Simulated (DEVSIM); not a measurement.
System: Ni/SiO2/p-Ge capacitor, at 350 K.

```
layer (left to right)  material  thickness (nm)  Na (cm⁻³)
---------------------  --------  --------------  ---------
1                          SiO2            33.0          -
2                            Ge           18000     1.1e15
```

Metal gate on the left, work function 5.1 eV. Fixed charge at the semiconductor interface 6.1e11 cm⁻² (in units of +e); no interface traps.

This is a model device: material constants are rounded textbook-type values typed into the input, and sizes, dopings and lifetimes were drawn at random. Values at 300 K; Nc and Nv go as T^1.5, mobilities as T to minus their exponent, the gap by Varshni's rule with the affinity fixed.

```csv
parameter,SiO2,Ge
gap (eV),9,0.664
affinity (eV),0.9,4
permittivity,3.9,16
Nc (cm⁻³),-,1.04e19
Nv (cm⁻³),-,6e18
Varshni α (eV/K),-,0.000477
Varshni β (K),-,235
```

Model (solved in DEVSIM): 1D Poisson equation in equilibrium, Boltzmann statistics, complete ionisation; no quantum confinement or tunnelling. Metal contacts follow the ideal Schottky-Mott rule: no Fermi-level pinning, no interface dipoles.

Problem. Tabulate band edges, carrier densities and field at 1.0 V on the gate.

Solution. Energies count from the Fermi level of the right contact; mesh points crowd at the junctions.

```json
[
 {"x (μm)": "0.000", "Ec (eV)": "3.200", "Ev (eV)": "-5.800", "n (cm⁻³)": "< 1e2", "p (cm⁻³)": "< 1e2", "field (V/cm)": "-3200"},
 {"x (μm)": "0.001965", "Ec (eV)": "3.199", "Ev (eV)": "-5.801", "n (cm⁻³)": "< 1e2", "p (cm⁻³)": "< 1e2", "field (V/cm)": "-3200"},
 {"x (μm)": "0.007281", "Ec (eV)": "3.198", "Ev (eV)": "-5.802", "n (cm⁻³)": "< 1e2", "p (cm⁻³)": "< 1e2", "field (V/cm)": "-3200"},
 {"x (μm)": "0.01955", "Ec (eV)": "3.194", "Ev (eV)": "-5.806", "n (cm⁻³)": "< 1e2", "p (cm⁻³)": "< 1e2", "field (V/cm)": "-3200"},
 {"x (μm)": "0.03021", "Ec (eV)": "3.191", "Ev (eV)": "-5.809", "n (cm⁻³)": "< 1e2", "p (cm⁻³)": "< 1e2", "field (V/cm)": "-3200"},
 {"x (μm)": "0.03268", "Ec (eV)": "3.190", "Ev (eV)": "-5.810", "n (cm⁻³)": "< 1e2", "p (cm⁻³)": "< 1e2", "field (V/cm)": "-3200"},
 {"x (μm)": "0.03437", "Ec (eV)": "0.098", "Ev (eV)": "-0.546", "n (cm⁻³)": "5.0e17", "p (cm⁻³)": "1.0e11", "field (V/cm)": "59000"},
 {"x (μm)": "0.04166", "Ec (eV)": "0.131", "Ev (eV)": "-0.513", "n (cm⁻³)": "1.7e17", "p (cm⁻³)": "3.1e11", "field (V/cm)": "35000"},
 {"x (μm)": "0.05992", "Ec (eV)": "0.175", "Ev (eV)": "-0.469", "n (cm⁻³)": "3.9e16", "p (cm⁻³)": "1.3e12", "field (V/cm)": "18000"},
 {"x (μm)": "0.1095", "Ec (eV)": "0.233", "Ev (eV)": "-0.412", "n (cm⁻³)": "5.8e15", "p (cm⁻³)": "8.9e12", "field (V/cm)": "8300"},
 {"x (μm)": "0.2538", "Ec (eV)": "0.310", "Ev (eV)": "-0.335", "n (cm⁻³)": "4.6e14", "p (cm⁻³)": "1.1e14", "field (V/cm)": "3600"},
 {"x (μm)": "0.8932", "Ec (eV)": "0.378", "Ev (eV)": "-0.267", "n (cm⁻³)": "4.8e13", "p (cm⁻³)": "1.1e15", "field (V/cm)": "89"},
 {"x (μm)": "2.495", "Ec (eV)": "0.379", "Ev (eV)": "-0.265", "n (cm⁻³)": "4.6e13", "p (cm⁻³)": "1.1e15", "field (V/cm)": "≈ 0"},
 {"x (μm)": "6.842", "Ec (eV)": "0.379", "Ev (eV)": "-0.265", "n (cm⁻³)": "4.6e13", "p (cm⁻³)": "1.1e15", "field (V/cm)": "≈ 0"},
 {"x (μm)": "14.99", "Ec (eV)": "0.379", "Ev (eV)": "-0.265", "n (cm⁻³)": "4.6e13", "p (cm⁻³)": "1.1e15", "field (V/cm)": "≈ 0"},
 {"x (μm)": "16.93", "Ec (eV)": "0.379", "Ev (eV)": "-0.265", "n (cm⁻³)": "4.6e13", "p (cm⁻³)": "1.1e15", "field (V/cm)": "≈ 0"},
 {"x (μm)": "17.65", "Ec (eV)": "0.379", "Ev (eV)": "-0.265", "n (cm⁻³)": "4.6e13", "p (cm⁻³)": "1.1e15", "field (V/cm)": "≈ 0"},
 {"x (μm)": "17.89", "Ec (eV)": "0.379", "Ev (eV)": "-0.265", "n (cm⁻³)": "4.6e13", "p (cm⁻³)": "1.1e15", "field (V/cm)": "≈ 0"},
 {"x (μm)": "18.00", "Ec (eV)": "0.379", "Ev (eV)": "-0.265", "n (cm⁻³)": "4.6e13", "p (cm⁻³)": "1.1e15", "field (V/cm)": "≈ 0"},
 {"x (μm)": "18.02", "Ec (eV)": "0.379", "Ev (eV)": "-0.265", "n (cm⁻³)": "4.6e13", "p (cm⁻³)": "1.1e15", "field (V/cm)": "≈ 0"},
 {"x (μm)": "18.03", "Ec (eV)": "0.379", "Ev (eV)": "-0.265", "n (cm⁻³)": "4.6e13", "p (cm⁻³)": "1.1e15", "field (V/cm)": "≈ 0"},
 {"x (μm)": "18.03", "Ec (eV)": "0.379", "Ev (eV)": "-0.265", "n (cm⁻³)": "4.6e13", "p (cm⁻³)": "1.1e15", "field (V/cm)": "≈ 0"}
]
```
